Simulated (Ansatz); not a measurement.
For CsCl-type NaI (model structure), PBE-D3(BJ) (Ansatz, a first-principles code, PAW) gives:

```
Property                        Value
---------------------  --------------
lattice parameter a           3.966 Å
enthalpy of formation  -1.163 eV/atom
```

Question: What does r²SCAN in Ansatz (PAW) give for the same quantities?

Answer: 
- lattice constant a: 4.039 Å (goes up by 1.8 %)
- formation enthalpy: -1.308 eV/atom (moves by -0.145 eV/atom)

Changes are worked out from the printed values.

Unless a cell is named, each level is at its own relaxed cell (PBE-D3(BJ) 31.19, r²SCAN 32.93 Å³/atom).

Levels without +SOC leave out spin–orbit coupling, which shifts energies and cells of such heavy elements.

Ansatz's density-functional and Hartree–Fock values are scalar-relativistic unless marked +SOC, with PAW data made under PBE.

A model structure was made by putting elements into a prototype or built by hand; it is no filed structure, need not be a known phase, and can be a saddle point held by its symmetry.
